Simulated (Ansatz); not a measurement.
The starting structures come from a database of crystals and need not be the phases stable at ambient conditions.

The decay constant κ of evanescent states in the gap governs leakage through a thin film.

Consider the following.

```xyz
8
Lattice="5.6475 0.0000 0.0000 0.0000 5.6475 0.0000 2.8237 -2.8237 5.6622" Properties=species:S:1:pos:R:3 pbc="T T T"
Zn     2.8237     0.0000     2.8311
Zn     0.0000     0.0000     0.0000
Sn     5.6475     2.8237     2.8311
Sn     2.8237     2.8237     0.0000
P      4.2356     1.2911     1.4155
P      4.1149    -1.4119     4.2466
P      1.4119     4.3564     1.4155
P      7.1801     1.4119     4.2466
```

Space group of this cell: I-42d, chalcopyrite. The cell is taken as given.

Transport runs along the normal of the first two printed cell vectors, the (001) plane of the conventional cell.

The gap is the functional's own, uncorrected, and κ follows it; spin-orbit coupling is left out. Mid-gap values are interpolated between the computed energies.

Problem. Compute, with Ansatz (a quantum-chemistry and plane-wave program) with r2SCAN, the band gap and the smallest decay constant κ at mid-gap.

Solution. Gap 1.26 eV on a 6×6×6 mesh; κ = 0.089 1/Å, at the zone centre.
